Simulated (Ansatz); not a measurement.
## SrAlHO2 (model structure, started from the SrVO2H type, P4/mmm, No. 123, 5 atoms in the cell)

The numbers are results of PBE0 (Ansatz, a quantum-chemistry and plane-wave program, PAW), not measurements.

Numerical settings: plane-wave cutoff 460 eV, 6×6×6 k mesh, Fermi–Dirac smearing 0.01 eV, scalar-relativistic PAW data made under PBE.

Cell (relaxed with PBEsol):

```yaml
crystal:
  lattice:
    - [3.77387, 0.00000, 0.00000]
    - [0.00000, 3.77387, 0.00000]
    - [0.00000, 0.00000, 3.65787]
  atoms:
    - { symbol: Sr, position: [0.50000, 0.50000, 0.50000] }
    - { symbol: Al, position: [0.00000, 0.00000, 0.00000] }
    - { symbol: O, position: [0.50000, 0.00000, 0.00000] }
    - { symbol: O, position: [0.00000, 0.50000, 0.00000] }
    - { symbol: H, position: [0.00000, 0.00000, 0.50000] }
```

```
Quantity                       Result
--------  ---------------------------
band gap  5.96 eV (on the SCF k mesh)
Γ–Γ gap                       8.58 eV
```

Note: the relaxation could raise the start's symmetry but not lower it, so the cell can be a saddle point; cell and atoms aren't relaxed at this level (pressure 0.4 GPa).

Spin–orbit coupling is not included.

A model structure was made by putting elements into a prototype or built by hand; it is no filed structure, need not be a known phase, and can be a saddle point held by its symmetry.
